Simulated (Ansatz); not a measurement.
Base system: ZnS in the zinc blende structure (space group F-43m, No. 216).

```yaml
crystal:
  lattice:
    - [0.00000, 2.67833, 2.67833]
    - [2.67833, 0.00000, 2.67833]
    - [2.67833, 2.67833, 0.00000]
  atoms:
    - { symbol: S, position: [0.75000, 0.75000, 0.75000] }
    - { symbol: Zn, position: [0.00000, 0.00000, 0.00000] }
```

Calculations: PBEsol (Ansatz, a program for electronic structure, PAW, no spin-orbit coupling).

Before the change:

| Property | Result |
|---|---|
| Valley order | Γ 2.09 eV; X along ⟨100⟩ 3.17 eV; L along ⟨111⟩ 3.24 eV |

The change: hole doping at 1.5×10^21 cm⁻³ (0.0576 per cell), with a uniform compensating background at fixed cell and a 300 K Fermi–Dirac width.

Q: Estimate the effect on the Fermi level from band edge and valley order.

A: The Fermi level relative to the doped band's edge (positive inside the band; to 0.05 eV) amounts to +0.20 eV; the valley order (the lowest conduction-band minima on the path, energy above the VBM, named in the base's zone) goes from Γ 2.09 eV; X along ⟨100⟩ 3.17 eV; L along ⟨111⟩ 3.24 eV to Γ 2.13 eV; X along ⟨100⟩ 3.24 eV; L along ⟨111⟩ 3.28 eV.

Charged cell with a jellium background: band edges are those of the host's band count, energies are not comparable with the neutral cell, and many-body gap narrowing is missing. The levels and masses belong to the bands next to the band gap. Stability against distortions was not tested.
